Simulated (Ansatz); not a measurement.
PbTe, response to strain

The parent structure is PbTe in the rock salt structure (space group Fm-3m, No. 225; a = 6.534 Å).

Strains are applied to the cell and any free atomic positions relax.

The values are results of Ansatz (an electronic-structure program) r2SCAN, no SOC, not measurements.

```tsv
isotropic strain (%)	pressure (GPa)
-3	4.7
-2.5	3.8
-2	?
-1.5	2.1
-1	1.4
-0.5	0.7
0	0.0
```

Problem. Fit P = P₀ − Bδ + Cδ² with δ = (1 + ε)³ − 1 to the rows shown and predict the withheld row.

Solution. Least squares on the printed values gives P₀ = 0.0 GPa, B = 41.8 GPa, C = 135 GPa (largest residual 0.0 GPa); this predicts 2.9 GPa, and the run gives 2.9 GPa, in agreement.

Stability against distortions was not tested.
